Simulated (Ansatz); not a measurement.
Levels about the gap of amorphous Si24O50Ti (75 atoms in a cell of 1127 Å³, 2.24 g/cm³; zone centre alone, so wide bands show as single levels with stretches between that a denser mesh fills), at the geometry that PBE relaxed, where it gives 1.3 GPa on a denser mesh. The participation number counts the atoms over which a state spreads; weights are charges in smoothed Voronoi cells. The levels come from a single point, so bond lengths are those of that geometry. Method of the levels: PBE, scalar-relativistic without spin-orbit coupling (Ansatz, a first-principles code). Sampling: the zone centre alone; Fermi-Dirac width 0.02 eV; no spin polarisation. At PBE the levels at both edges of the gap are localised (band-tail or defect states), and the nearest spread-out levels lie 5.6 eV apart at the zone centre.

Preparation: random packing, a CHGNet melt and quench, and a DFT relaxation. O atoms were pushed apart under 1.9 Å during the dynamics, to hinder bonds among them. The hot cell started wider than the set density and was brought back towards it in steps. It is the lowest in DFT energy of 2 quenches. It is a model cell: composition and starting density were chosen by hand, and all elements were melted together. No dispersion term was used. Its density started from a set value of 2.24 and ended at 2.24 g/cm³. The quench (nominally 400 K/ps over its main leg) was far faster than any real one, so the model tends to hold more defects than a real film. Values belong to this one cell and scatter from quench to quench. The volume was held where the preparation left it and the shape relaxed, at a PBE pressure of 1.3 GPa. Stress components on the final sampling reach 1.4 GPa.

| E - E(highest filled), eV | filling | participation number | largest on | weight O | weight Ti | weight Si |
|---|---|---|---|---|---|---|
| -0.28 | filled | 23.2 | O, 2 neighbours | 0.96 | 0.00 | 0.03 |
| -0.24 | filled | 23.1 | O, 2 neighbours | 0.96 | 0.00 | 0.03 |
| -0.23 | filled | 21.6 | O, 2 neighbours | 0.96 | 0.00 | 0.04 |
| -0.17 | filled | 17.9 | O, 2 neighbours | 0.97 | 0.00 | 0.03 |
| -0.12 | filled | 21.1 | O, 2 neighbours | 0.96 | 0.00 | 0.03 |
| -0.02 | filled | 15.0 | O, 2 neighbours | 0.96 | 0.00 | 0.03 |
| 0.00 | filled | 10.9 | O, 2 neighbours | 0.96 | 0.01 | 0.03 |
| 4.13 | empty | 1.8 | Ti, 5 neighbours | 0.22 | 0.75 | 0.03 |
| 4.27 | empty | 1.8 | Ti, 5 neighbours | 0.23 | 0.75 | 0.03 |
| 4.88 | empty | 1.9 | Ti, 5 neighbours | 0.23 | 0.72 | 0.05 |
| 5.30 | empty | 2.1 | Ti, 5 neighbours | 0.26 | 0.69 | 0.05 |
| 5.45 | empty | 65.0 | O, 2 neighbours | 0.75 | 0.02 | 0.24 |
| 5.89 | empty | 2.2 | Ti, 5 neighbours | 0.27 | 0.67 | 0.07 |

Most localised among these is the empty level at +4.13 eV, on a Ti atom, which has 5 neighbours (O 1.84 Å, O 1.84 Å, O 1.84 Å, O 1.87 Å, O 2.35 Å).
